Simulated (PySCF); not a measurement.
PySCF 2.14.0, MP2 (frozen core)/def2-svp: B(Cl)(OMe)(iPr) (COB(Cl)C(C)C), 17 atoms. The geometry is a generated start, not checked to be a minimum at this level.

| Quantity | Value |
|---|---|
| task | mp2 |
| basis | def2-svp |
| two-electron scheme | exact four-centre integrals |
| frozen core | true |
| mf.init_guess | minao (default) |
| mf.DIIS | CDIIS (default) |
| mf.diis_space | 8 (default) |
| mf.conv_tol | 1e-09 (default) |
| basis functions (reference run) | 152 |

On 4 threads, 1 BLAS thread. Build: conda-forge: OpenMP (GNU), OpenBLAS with its own threads, libcint, Libxc. One run each, on a shared machine, so no times are given.

Values of mol.max_memory tried: 8000 MB, 4000 MB, 2000 MB, 1000 MB, 500 MB, 300 MB, 200 MB.

Q: Which of these memory settings still run, and by which path?

A: It runs down to 200 MB, the lowest tried, with the same result. At 8000 MB: SCF integrals in memory, transformation in memory. From 500 MB down: direct SCF, transformation through a file.

| mol.max_memory | path | peak memory |
|---|---|---|
| 8000 MB | SCF integrals in memory, transformation in memory | 0.89 GiB |
| 4000 MB | SCF integrals in memory, transformation in memory | 0.89 GiB |
| 2000 MB | SCF integrals in memory, transformation in memory | 0.89 GiB |
| 1000 MB | SCF integrals in memory, transformation in memory | 0.89 GiB |
| 500 MB | direct SCF, transformation through a file | 0.65 GiB |
| 300 MB | direct SCF, transformation through a file | 0.65 GiB |
| 200 MB | direct SCF, transformation through a file | 0.65 GiB |

Peak memory is the kernel's count for the largest process, libraries included and scratch files not. The peak passes the setting at 500 MB, 300 MB, 200 MB: it is no hard cap. MP2's transformation through a file may take 2000 MB even at lower settings.
